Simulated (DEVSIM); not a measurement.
Device: Si p-n junction from an implanted or diffused profile, at 250 K.

```
layer (left to right)  material  thickness (μm)  Nd (cm⁻³)  τn (s)  τp (s)
---------------------  --------  --------------  ---------  ------  ------
1                            Si             100     1.9e14  3.6e-5  3.6e-5
```

Added acceptor profile: 4.9e18 cm⁻³ × exp(−(x − 0 μm)²/(2·(0.037 μm)²)). Left contact: ohmic. Right contact: ohmic. Voltage is applied to the left contact. Recombination: SRH at mid-gap, radiative, Auger. Gap narrowing is on: ΔEg = 6.92 meV × (l + √(l² + 0.5)), l = ln(N/1.3e17 cm⁻³), shared equally by both band edges. Mobility is constant in doping.

This is a model device: material constants are rounded textbook-type values typed into the input, and sizes, dopings and lifetimes were drawn at random. Values at 300 K; Nc and Nv go as T^1.5, mobilities as T to minus their exponent, the gap by Varshni's rule with the affinity fixed.

| parameter | Si |
|---|---|
| gap (eV) | 1.124 |
| affinity (eV) | 4.05 |
| permittivity | 11.7 |
| Nc (cm⁻³) | 2.86e19 |
| Nv (cm⁻³) | 3.1e19 |
| μn (cm²/Vs) | 1417 |
| μp (cm²/Vs) | 470 |
| T exponent of μn | 2.3 |
| T exponent of μp | 2.2 |
| B (cm³/s) | 4.7e-15 |
| Cn (cm⁶/s) | 2.8e-31 |
| Cp (cm⁶/s) | 9.9e-32 |
| Varshni α (eV/K) | 0.000473 |
| Varshni β (K) | 636 |

DEVSIM, 1D drift-diffusion, Boltzmann statistics, complete ionisation; no tunnelling, impact ionisation, image-force lowering or self-heating.

The thickness of layer 1 was swept, all else fixed.

```
thickness of layer 1 (μm)  dark forward voltage at 1 A/cm² (V)
-------------------------  -----------------------------------
20                                                       0.673
35                                                       0.688
60                                                       0.704
100                                                      0.729
170                                                      0.764
300                                                      0.828
500                                                      0.928
```

From the first row to the last the dark forward voltage at 1 A/cm² goes from 0.673 to 0.928.
